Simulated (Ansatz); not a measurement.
Sn: energy against strain

Sn (diamond, Fd-3m, 33.925 Å³/atom and stress up to 0.01 GPa in the relaxed cell) under an equal strain ε in the (001) plane with the normal axis free, as in a coherent film. LDA in Ansatz, a plane-wave DFT program (PAW, default set), 420 eV, 16×16×16 Γ-centred mesh, Fermi-Dirac smearing 0.10 eV; ions are relaxed, or left where forces stay under 0.02 eV/Å, within the symmetry of each cell.

Here s stands for strain and y for E less E0.

```csv
strain (%),E less E0 (meV/atom)
-1.50,3.14
-1.00,1.35
-0.50,0.31
0.00,0.00
0.50,0.38
1.00,1.44
1.50,3.15
3.00,?
```

Taking a parabola for y over the 7 complete rows: Least squares gives y = -0.003 + 0.0200·s + 1.3990·s². Residuals (row less fit): 0.025, -0.026, -0.027, 0.003, 0.023, 0.024, -0.025; standard error 0.031 (degrees of freedom: 4). The quadratic coefficient over the volume, 1.3990 meV × 10⁴ × 0.1602 / 33.925 Å³, is the biaxial elastic modulus of this plane = 66.1 ± 0.6 GPa (± standard error of the fit, which holds the terms cut off).

**Question.** Predict the withheld y at s = 3.00 from the fit, and compare with the calculation.

**Answer.** y = -0.003 + 0.0200 × 3.0 + 1.3990 × 3.0² = 12.648 meV/atom. The calculation gives 11.92 meV/atom, 0.728 meV/atom below the prediction (6.1 % of the range of y in the table). The row lies outside the fitted rows, so this is an extrapolation. From the scatter of the fitted rows alone, a prediction at this place has a standard error of 0.117 meV/atom, so the miss is 6.2 times that.

A polynomial of degree 3 through the 12 other runs of the series gives 11.90 there, so most of the miss is curvature that the fit leaves out. This level leaves no gap over 0.05 eV at strain -1.50, -1.00, -0.50, 0.00, 0.50, 1.00, 1.50, 3.00 %. Sn is here grey tin, stable below 13 °C. Rows are the converged runs of the series near zero and its far end; series whose fitted rows scatter by over a few per cent of the range, as at a crossing or softening among them, aren't shown in this form, nor equations of state whose B0' disagrees with the runs' pressures. Most that stay on the fit to the last digits aren't either.
